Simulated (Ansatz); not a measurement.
Base system: SiO$_{2}$ (space group P3_221, No. 154).

```yaml
crystal:
  lattice:
    - [4.86585, 0.00000, 0.00000]
    - [-2.43292, 4.21395, 0.00000]
    - [0.00000, 0.00000, 5.36522]
  atoms:
    - { symbol: Si, position: [0.00000, 0.46475, 0.33333] }
    - { symbol: Si, position: [0.53525, 0.53525, 0.00000] }
    - { symbol: Si, position: [0.46475, 0.00000, 0.66667] }
    - { symbol: O, position: [0.27611, 0.41114, 0.22119] }
    - { symbol: O, position: [0.58886, 0.86497, 0.88785] }
    - { symbol: O, position: [0.72389, 0.13503, 0.44548] }
    - { symbol: O, position: [0.86497, 0.58886, 0.11215] }
    - { symbol: O, position: [0.41114, 0.27611, 0.77881] }
    - { symbol: O, position: [0.13503, 0.72389, 0.55452] }
```

Cartesian axes are those of the cell as printed.

Calculations: Ansatz (a program for electronic structure) LDA, without spin-orbit coupling.

For the base:

| Item | Result |
|---|---|
| Electron mass | 0.50 mₑ (at Γ) |
| Pressure | 0.00 GPa |
| Smallest direct gap | 6.12 eV |

The change: biaxial strain +3.00 %, plane normal [001], relaxed out of plane (Cartesian); in-plane vectors clamped, the third vector and the atoms free.

Problem. How does this affect the electron mass?

Solution. The electron mass goes from 0.50 mₑ (at Γ) to 0.51 mₑ (at Γ).

Problem. What happens to the pressure?

Solution. The pressure (mean of the normal stresses, compression positive) goes from zero to -1.46 GPa.

Problem. Predict the new smallest direct gap.

Solution. The smallest direct gap decreases by 0.11 eV to 6.01 eV.

Effective masses come from finite differences of ±0.01 Å⁻¹. No phonon test of stability was made.
